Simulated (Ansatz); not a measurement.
A computed series for Sc: response to strain

Start from Sc in the hcp (Mg type) structure (space group P6_3/mmc, No. 194; relaxed with 0.1 eV smearing).

```
Sc
1.0
    3.27535     0.00000     0.00000
   -1.63768     2.83654     0.00000
    0.00000     0.00000     5.10512
Sc
2
Direct
  0.33333   0.66667   0.75000
  0.66667   0.33333   0.25000
```

Cartesian axes are those of the cell as printed.

Strains are applied to the cell and any free atomic positions relax; under biaxial strain the out-of-plane vector relaxes too; under stress the whole cell relaxes.

Levels (all Ansatz, a first-principles code, PAW): PBEsol (420 eV, no spin-orbit coupling); r2SCAN (500 eV, scalar-relativistic without spin-orbit coupling).

Pressures by level, all at the geometries relaxed with PBEsol:

| case | PBEsol | r2SCAN |
|---|---|---|
| base | 0.0 GPa | 3.1 GPa |
| biaxial strain −0.63 %, plane normal [001], relaxed out of plane | 0.5 GPa | 3.7 GPa |
| isotropic strain +2.12 % | -3.2 GPa | -0.6 GPa |
| uniaxial stress, 5 GPa compression along x | 1.7 GPa | 5.0 GPa |
| strain tensor (xx, yy, zz, yz, xz, xy) = (−3.70, −0.59, +0.26, +0.66, +1.59, −0.49) % | 2.6 GPa | 6.1 GPa |
| strain tensor (xx, yy, zz, yz, xz, xy) = (+0.53, −1.83, +0.30, +0.62, −0.17, −0.14) % | 0.6 GPa | 3.8 GPa |

Single points use the geometry relaxed with PBEsol. Their cutoffs differ, which shifts pressures a little. Beyond what the load breaks, stability against distortions was not tested. The final runs are not spin-polarised.
